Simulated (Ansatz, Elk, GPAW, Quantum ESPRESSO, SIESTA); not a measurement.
# Code comparison for Mg6NbCu (Amm2, 8 atoms in the cell)

Self-consistent single point, at a second geometry (lattice scaled by 0.98). First geometry:

```
Mg6NbCu
1.0
    4.83661     0.00000     0.00000
    0.00000     3.02627     5.40426
    0.00000    -3.02627     5.40426
Mg Nb Cu
6 1 1
Direct
  0.00000   0.82678   0.34426
  0.00000   0.34426   0.82678
  0.00000   0.33062   0.33062
  0.50000   0.67603   0.16119
  0.50000   0.16119   0.67603
  0.50000   0.16687   0.16687
  0.50000   0.67796   0.67796
  0.00000   0.81630   0.81630
```

Shared settings, as Ansatz (a quantum-chemistry and plane-wave program) writes them: kpoints.mp_grid.grid = 3 3 3; scf.occupations.method = fermi_dirac; scf.occupations.width = 0.05 eV. Potentials and cutoffs stand in the table.

```json
[
 {"code": "Elk", "model": "LDA (PW92), all-electron FP-LAPW, Elk's shipped species files, LAPW+lo basis", "ΔF from the first geometry (meV/atom)": "-15.8", "pressure (GPa)": "–", "largest force (eV/Å)": "–", "cutoff": "rgkmax 8"},
 {"code": "Ansatz", "model": "LDA (PW92), PAW files made with PBE", "ΔF from the first geometry (meV/atom)": "-14.7", "pressure (GPa)": "-0.27", "largest force (eV/Å)": "0.149", "cutoff": "420 eV"},
 {"code": "SIESTA", "model": "LDA PW92, numerical atomic orbitals TZP, PseudoDojo LDA standard norm-conserving potentials (rewritten from UPF to PSML)", "ΔF from the first geometry (meV/atom)": "-8.0", "pressure (GPa)": "0.94", "largest force (eV/Å)": "0.102", "cutoff": "grid 350 Ry"},
 {"code": "GPAW", "model": "LDA (Perdew-Wang 92), GPAW PAW datasets LDA (gpaw-data 1.0.1)", "ΔF from the first geometry (meV/atom)": "-14.6", "pressure (GPa)": "-0.31", "largest force (eV/Å)": "0.147", "cutoff": "800 eV"},
 {"code": "Quantum ESPRESSO", "model": "LDA (PW92), PseudoDojo standard norm-conserving (LDA) pseudopotentials", "ΔF from the first geometry (meV/atom)": "-14.4", "pressure (GPa)": "-0.22", "largest force (eV/Å)": "0.159", "cutoff": "95 Ry"}
]
```

Size of the force on each atom (eV/Å): Sizes of forces hide their directions.

| code | Mg1 | Mg2 | Mg3 | Mg4 | Mg5 | Mg6 | Nb7 | Cu8 |
|---|---|---|---|---|---|---|---|---|
| Ansatz | 0.099 | 0.099 | 0.063 | 0.076 | 0.076 | 0.041 | 0.022 | 0.149 |
| SIESTA | 0.062 | 0.062 | 0.007 | 0.045 | 0.045 | 0.102 | 0.004 | 0.010 |
| GPAW | 0.104 | 0.104 | 0.065 | 0.075 | 0.075 | 0.042 | 0.032 | 0.147 |
| Quantum ESPRESSO | 0.095 | 0.095 | 0.062 | 0.077 | 0.077 | 0.041 | 0.004 | 0.159 |

A dash marks a value that a program does not give, or that is left out as unsure.

On Ansatz's run: spin polarisation is off.

The spread over the programs that give each value: ΔF from the first geometry within 7.8 meV/atom; pressure within 1.25 GPa; largest force within 0.057 eV/Å.

SIESTA uses small atom-centred bases, whose incompleteness enters pressures, forces and empty levels differently from a plane-wave cutoff. Elk treats all electrons, but the usual bases taken here (sphere radii, linearisation, local orbitals, empty states) were not tested for convergence, so the values are no reference for the others. Ansatz's pressure is given at a fixed set of plane waves, as the other plane-wave codes print theirs. In the pressure, SIESTA (by 1.21) lies more than 1 GPa from the median of the plane-wave programs. In the force vectors, SIESTA (by 0.139) lies more than 0.08 eV/Å from the median of the plane-wave programs.

The shared mesh is coarse (it stands for a supercell whose shortest vector is 14 Å), so the values are not converged in it.

The starting cell comes from a database of computed structures (which also holds hypothetical and non-ambient phases and stackings), without a prior relaxation at this level. For this run, on top of that: lattice scaled by 0.98.

Left out of this page: ABINIT and FLEUR (with a known weakness of the program); CP2K (unsound by tests on forces, stress, charge or solver warnings).

Keys are those of Ansatz 0.2.
